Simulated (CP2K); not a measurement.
**Worked example: self-consistent single point of ZrZn (Pm-3m, 2 atoms in the cell) in CP2K**

Computed with PBEsol, GPW, DZVP-MOLOPT-SR-GTH basis, GTH-PBE potentials (GTH_POTENTIALS) (CP2K 2026.2).

The input file:

```
&GLOBAL
  PROJECT calc
  RUN_TYPE ENERGY_FORCE
  PRINT_LEVEL LOW
&END GLOBAL
&FORCE_EVAL
  METHOD Quickstep
  STRESS_TENSOR ANALYTICAL
  &DFT
    BASIS_SET_FILE_NAME BASIS_MOLOPT
    POTENTIAL_FILE_NAME GTH_POTENTIALS
    &QS
      METHOD GPW
      EPS_DEFAULT 1E-11
    &END QS
    &MGRID
      CUTOFF 600
      REL_CUTOFF 50
      NGRIDS 5
    &END MGRID
    &SCF
      SCF_GUESS ATOMIC
      EPS_SCF 1E-7
      MAX_SCF 100
      ADDED_MOS 5
      &DIAGONALIZATION
        ALGORITHM STANDARD
      &END DIAGONALIZATION
      &MIXING
        METHOD BROYDEN_MIXING
        ALPHA 0.2
        NBUFFER 12
        BETA 1
      &END MIXING
      &SMEAR ON
        METHOD FERMI_DIRAC
        ELECTRONIC_TEMPERATURE [K] 1160.45
      &END SMEAR
    &END SCF
    &KPOINTS
      SCHEME MONKHORST-PACK 7 7 7
    &END KPOINTS
    &XC
      &XC_FUNCTIONAL
        &PBE
          PARAMETRIZATION PBESOL
        &END PBE
      &END XC_FUNCTIONAL
    &END XC
    &PRINT
      &MO
        EIGENVALUES T
        OCCUPATION_NUMBERS T
        NDIGITS 8
        FILENAME mo
        &EACH
          QS_SCF 0
        &END EACH
        ADD_LAST NUMERIC
      &END MO
      &MULLIKEN OFF
      &END MULLIKEN
    &END PRINT
  &END DFT
  &SUBSYS
    &CELL
      A 3.26049000 0.00000000 0.00000000
      B 0.00000000 3.26049000 0.00000000
      C 0.00000000 0.00000000 3.26049000
      PERIODIC XYZ
    &END CELL
    &COORD
      SCALED
      Zr       0.50000000     0.50000000     0.50000000
      Zn       0.00000000     0.00000000     0.00000000
    &END COORD
    &KIND Zr
      BASIS_SET DZVP-MOLOPT-SR-GTH-q12
      POTENTIAL GTH-PBE-q12
    &END KIND
    &KIND Zn
      BASIS_SET DZVP-MOLOPT-SR-GTH-q12
      POTENTIAL GTH-PBE-q12
    &END KIND
  &END SUBSYS
  &PRINT
    &FORCES ON
    &END FORCES
    &STRESS_TENSOR ON
    &END STRESS_TENSOR
  &END PRINT
&END FORCE_EVAL
```

The program printed (abridged):

```
 GLOBAL| Method name                                                        CP2K
 GLOBAL| Project name                                                       calc
 GLOBAL| Run type                                                   ENERGY_FORCE

 TOTAL NUMBERS AND MAXIMUM NUMBERS

  Total number of            - Atomic kinds:                                   2
                             - Atoms:                                          2
                             - Shell sets:                                     2
                             - Shells:                                        15
                             - Primitive Cartesian functions:                 13
                             - Cartesian basis functions:                     61
                             - Spherical basis functions:                     51

  Maximum angular momentum of- Orbital basis functions:                        3
                             - Local part of the GTH pseudopotential:          2
                             - Non-local part of the GTH pseudopotential:      4

 SCF PARAMETERS         Density guess:                                    ATOMIC
                        max_scf:                                             100
                        max_diis:                                              4
                        eps_scf:                                        1.00E-07
                        eps_diis:                                       1.00E-01
                        eps_eigval:                                     1.00E-05
                        level_shift [a.u.]:                             0.000000
                        added MOs                                         5    0
                        Mixing method:                            BROYDEN_MIXING
                                                charge density mixing in g-space
                        Smear method:                                FERMI_DIRAC
                        Electronic temperature [K]:                       1160.5
                        Electronic temperature [a.u.]:                  3.67E-03
                        Accuracy threshold:                             1.00E-10
                        No outer SCF

 Extrapolation method: initial_guess

 Number of electrons:                                                         24
 Number of occupied orbitals:                                                 12
 Number of molecular orbitals:                                                17

 Number of orbital functions:                                                 51
 Number of independent orbital functions:                                     51

 SCF WAVEFUNCTION OPTIMIZATION

  Step     Update method      Time    Convergence         Total energy    Change
     1 NoMix/Diag. 0.20E+00      -     1.53892048      -107.9186055800 -1.08E+02
     2 Broy./Diag. 0.20E+00      -     0.06588657      -108.6249924305 -7.06E-01
     3 Broy./Diag. 0.20E+00      -     0.06044226      -108.0567388762  5.68E-01
     4 Broy./Diag. 0.20E+00      -     0.03616613      -107.5538137051  5.03E-01
     5 Broy./Diag. 0.20E+00      -     0.01032619      -107.3906120123  1.63E-01
     6 Broy./Diag. 0.20E+00      -     0.00338967      -107.4492261709 -5.86E-02
     7 Broy./Diag. 0.20E+00      -     0.00328441      -107.4691328022 -1.99E-02
   [... 3 lines left out ...]
    11 Broy./Diag. 0.20E+00      -     0.00000819      -107.4582700805 -3.26E-04
    12 Broy./Diag. 0.20E+00      -     0.00000547      -107.4582855520 -1.55E-05
    13 Broy./Diag. 0.20E+00      -     0.00000020      -107.4582805789  4.97E-06
    14 Broy./Diag. 0.20E+00      -     0.00000039      -107.4582775580  3.02E-06
    15 Broy./Diag. 0.20E+00      -     0.00000002      -107.4582776906 -1.33E-07

  *** SCF run converged in    15 steps ***

  Electronic density on regular grids:        -23.9999999998        0.0000000002
  Core density on regular grids:               23.9999999998       -0.0000000002
  Total charge density on r-space grids:        0.0000000000
  Total charge density g-space grids:           0.0000000000

  Overlap energy of the core charge distribution:               0.00000000000308
  Self energy of the core charge distribution:               -166.07933673395780
  Core Hamiltonian energy:                                     44.47605664737691
  Hartree energy:                                              28.89727087310788
  Exchange-correlation energy:                                -14.75136109171560
  Electronic entropic energy:                                  -0.00090738540401
  Fermi energy:                                                 0.37672301200333

  Total energy:                                              -107.45827769056243
  Total energy (extrapolated to T->0):                       -107.45782399786042

 ENERGY| Total FORCE_EVAL ( QS ) energy [hartree]           -107.458277905323655

 FORCES| Atomic forces [hartree/bohr]
 FORCES|   Atom     x               y               z               |f|
 FORCES|      1  2.50806197E-12  2.50959797E-12  2.50699321E-12   4.34436092E-12
 FORCES|      2  1.71823712E-09  1.71823610E-09  1.71823492E-09   2.97607213E-09
 FORCES| Sum     1.72074518E-09  1.72074570E-09  1.72074191E-09
 FORCES| Total atomic force                                       2.98041649E-09

 STRESS| Analytical stress tensor [bar]
 STRESS|                        x                   y                   z
 STRESS|      x        4.23054418881E+04   7.90697672589E-04   7.90697580501E-04
 STRESS|      y        7.90697672589E-04   4.23054867436E+04   7.90696267075E-04
 STRESS|      z        7.90697580501E-04   7.90696267075E-04   4.23055469080E+04
 STRESS| 1/3 Trace                                             4.23054918466E+04
```

The run converged in 15 iterations.

The starting cell comes from a database of computed structures (which also holds hypothetical and non-ambient phases and stackings), without a prior relaxation at this level. Its lattice was rescaled by a random factor within 2.5 % of one. Values carry the incompleteness of an atom-centred basis. The potentials were made for another functional than the one used. With a pressure of about 4 GPa the cell is away from its equilibrium volume at this level.

Cost on one core of a shared machine: roughly 2 min.
